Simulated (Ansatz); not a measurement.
# Bi2Pt: pressure series

Take Bi$_{2}$Pt (space group Pa-3, No. 205; a = 6.721 Å) as the base.

Cell and atoms are relaxed at each pressure.

The values are results of Ansatz (a program for electronic structure) PBEsol, no SOC, not measurements.

```
variant               density  shortest interatomic distance
----------------  -----------  -----------------------------
base              13.41 g/cm³                        2.777 Å
pressure −2 GPa   13.11 g/cm³                        2.798 Å
pressure −1 GPa   13.27 g/cm³                        2.787 Å
pressure 0.3 GPa  13.45 g/cm³                        2.774 Å
pressure 0.7 GPa  13.51 g/cm³                        2.770 Å
pressure 1.5 GPa  13.62 g/cm³                        2.763 Å
pressure 3 GPa    13.81 g/cm³                        2.750 Å
pressure 5 GPa    14.05 g/cm³                        2.734 Å
pressure 7.5 GPa  14.33 g/cm³                        2.716 Å
pressure 10 GPa   14.59 g/cm³                        2.700 Å
```

Load acts through the strain it causes; cell and atoms are relaxed under it. No phonon test of stability was made. Competing high-pressure phases were not computed. The final runs are not spin-polarised.
